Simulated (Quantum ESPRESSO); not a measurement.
The steps of a band-structure calculation for SrAgO3 (Pm-3m, 5 atoms in the cell) with Quantum ESPRESSO.

Computed with PBEsol, GBRV 1.5 ultrasoft (PBESOL) pseudopotentials (plane waves; Quantum ESPRESSO).

Step 1 (scf):

```fortran
&control
  calculation = 'scf',
  outdir = './tmp/',
  pseudo_dir = './',
  tprnfor = .true.,
  tstress = .true.,
/
&system
  ibrav = 0,
  nat = 5,
  ntyp = 3,
  ecutwfc = 40,
  ecutrho = 320,
  occupations = 'smearing',
  smearing = 'fermi-dirac',
  degauss = 0.0036749,
/
&electrons
  conv_thr = 1.0d-9,
/
ATOMIC_SPECIES
Sr    87.6200  sr_pbesol_v1.uspp.F.UPF
Ag   107.8682  ag_pbesol_v1.4.uspp.F.UPF
O     15.9990  o_pbesol_v1.2.uspp.F.UPF
CELL_PARAMETERS angstrom
   4.1102500000     0.0000000000     0.0000000000
   0.0000000000     4.1102500000     0.0000000000
   0.0000000000     0.0000000000     4.1102500000
ATOMIC_POSITIONS crystal
Sr    0.0000000000    0.0000000000    0.0000000000
Ag    0.5000000000    0.5000000000    0.5000000000
O     0.5000000000    0.5000000000    0.0000000000
O     0.0000000000    0.5000000000    0.5000000000
O     0.5000000000    0.0000000000    0.5000000000
K_POINTS automatic
7 7 7  0 0 0
```

Step 2 (bands):

```fortran
&control
  calculation = 'bands',
  outdir = './tmp/',
  pseudo_dir = './',
  verbosity = 'high',
/
&system
  ibrav = 0,
  nat = 5,
  ntyp = 3,
  ecutwfc = 40,
  ecutrho = 320,
  occupations = 'smearing',
  smearing = 'fermi-dirac',
  degauss = 0.0036749,
  nbnd = 32,
/
&electrons
  conv_thr = 1.0d-9,
  startingwfc = 'random',
  diago_thr_init = 1.0d-6,
  diagonalization = 'cg',
/
ATOMIC_SPECIES
Sr    87.6200  sr_pbesol_v1.uspp.F.UPF
Ag   107.8682  ag_pbesol_v1.4.uspp.F.UPF
O     15.9990  o_pbesol_v1.2.uspp.F.UPF
CELL_PARAMETERS angstrom
   4.1102500000     0.0000000000     0.0000000000
   0.0000000000     4.1102500000     0.0000000000
   0.0000000000     0.0000000000     4.1102500000
ATOMIC_POSITIONS crystal
Sr    0.0000000000    0.0000000000    0.0000000000
Ag    0.5000000000    0.5000000000    0.5000000000
O     0.5000000000    0.5000000000    0.0000000000
O     0.0000000000    0.5000000000    0.5000000000
O     0.5000000000    0.0000000000    0.5000000000
K_POINTS crystal_b
8
  0.00000000   0.00000000   0.00000000   8  ! G
  0.00000000   0.50000000   0.00000000   8  ! X
  0.50000000   0.50000000   0.00000000  11  ! M
  0.00000000   0.00000000   0.00000000  13  ! G
  0.50000000   0.50000000   0.50000000  11  ! R
  0.00000000   0.50000000   0.00000000   1  ! X
  0.50000000   0.50000000   0.00000000   8  ! M
  0.50000000   0.50000000   0.50000000   1  ! R
```

Step 3 (bands.x):

```fortran
&bands
  outdir = './tmp/',
  filband = 'bands.dat',
  lsym = .false.,
/
```

Output of bands (abridged):

```
     Atomic positions and unit cell read from directory:
     ./tmp/pwscf.save/

     Message from routine setup:
     using ibrav=0 with symmetry is DISCOURAGED, use correct ibrav instead
     G-vector sticks info
     --------------------
     sticks:   dense  smooth     PW     G-vecs:    dense   smooth      PW
     Sum        1541     769    241                45385    15967    2777

     bravais-lattice index     =            0
   [... lines left out ...]
     unit-cell volume          =     468.5990 (a.u.)^3
     number of k points=    61  Fermi-Dirac smearing, width (Ry)=  0.0037
   [... lines left out ...]
        k(    3) = (   0.0000000   0.1250000   0.0000000), wk =   0.0327869
   [... 58 lines left out ...]

     Dense  grid:    45385 G-vectors     FFT dimensions: (  45,  45,  45)

     Smooth grid:    15967 G-vectors     FFT dimensions: (  32,  32,  32)

     The potential is recalculated from file :
     ./tmp/pwscf.save/charge-density

     negative rho (up, down):  6.829E-02 0.000E+00

     Band Structure Calculation
     CG style diagonalization

     ethr =  1.00E-06,  avg # of iterations = 25.2

     End of band structure calculation

          k = 0.0000 0.0000 0.0000 (  2007 PWs)   bands (ev):

   -83.5831 -47.0348 -47.0348 -47.0348 -24.0204  -8.4322  -7.5328  -7.5328
    -5.9904  -5.9904  -5.9904   4.4941   4.4941   4.4941   5.3141   5.3142
     5.3142   5.7348   5.7348   7.8149   7.8149   7.8149   8.0948   8.0948
     8.0948  13.4603  14.2265  14.2265  16.5876  16.5876  16.5876  18.0064

          k = 0.0000 0.0625 0.0000 (  1975 PWs)   bands (ev):

   -83.5831 -47.0345 -47.0345 -47.0345 -24.0200  -8.4287  -7.5370  -7.5319
    -5.9893  -5.9893  -5.9754   4.4640   4.4640   4.4950   4.8725   5.3288
     5.3288   5.7350   6.1101   7.7894   7.8250   7.8250   8.0985   8.0985
     8.1054  13.5512  14.2799  14.2821  16.5886  16.6223  16.6223  18.0571

   [... 59 blocks of this kind left out ...]
```

Output of bands.x (abridged):

```
     Reading xml data from directory:

     ./tmp/pwscf.save/

     G-vector sticks info
     --------------------
     sticks:   dense  smooth     PW     G-vecs:    dense   smooth      PW
     Sum        1541     769    241                45385    15967    2777

     negative rho (up, down):  6.829E-02 0.000E+00
     Reading collected, re-writing distributed wavefunctions
     high-symmetry point:  0.0000 0.0000 0.0000   x coordinate   0.0000
     high-symmetry point:  0.0000 0.5000 0.0000   x coordinate   0.5000
     high-symmetry point:  0.5000 0.5000 0.0000   x coordinate   1.0000
     high-symmetry point:  0.0000 0.0000 0.0000   x coordinate   1.7071
     high-symmetry point:  0.5000 0.5000 0.5000   x coordinate   2.5731
     high-symmetry point:  0.0000 0.5000 0.0000   x coordinate   3.2802
     high-symmetry point:  0.5000 0.5000 0.0000   x coordinate   3.2802
     high-symmetry point:  0.5000 0.5000 0.5000   x coordinate   3.7802

     Plottable bands (eV) written to file bands.dat.gnu
     Bands written to file bands.dat

   JOB DONE.
```

The starting cell comes from a database of computed structures (which also holds hypothetical and non-ambient phases and stackings), without a prior relaxation at this level.
